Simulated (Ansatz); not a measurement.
Density of states of monolayer ZrS$_{2}$ below the valence band maximum, Ansatz (a quantum-chemistry and plane-wave program) with HSE06, rigid bands; cell area 11.76 Å².

(energy from edge (eV), 10⁻³ states/eV/cell): (0.006, 327); (0.031, 326); (0.056, 348); (0.081, 343); (0.106, 360); (0.131, 362); (0.156, 368); (0.181, 385); (0.206, 390); (0.231, 388); (0.256, 415); (0.281, 411); (0.319, 439); (0.344, 432); (0.369, 2580); (0.394, 6640); (0.419, 3660); (0.444, 3210); (0.469, 1620); (0.494, 1930); (0.519, 2160); (0.544, 2360); (0.569, 2250); (0.594, 2060)

### Question
What effective density of states at 300 K does this give (∫ g(E) exp(−E/k_BT) dE, both spins, divided by the cell's size)?

### Answer
7.5e12 cm⁻².

Spin-orbit coupling is left out; where it splits the top of the valence band, N_v and the p-type Seebeck coefficient come out somewhat high without it. Geometry: cell and atoms relaxed with PBE.

Model free-standing layer, not matched to a measured one here: monolayer ZrS2.
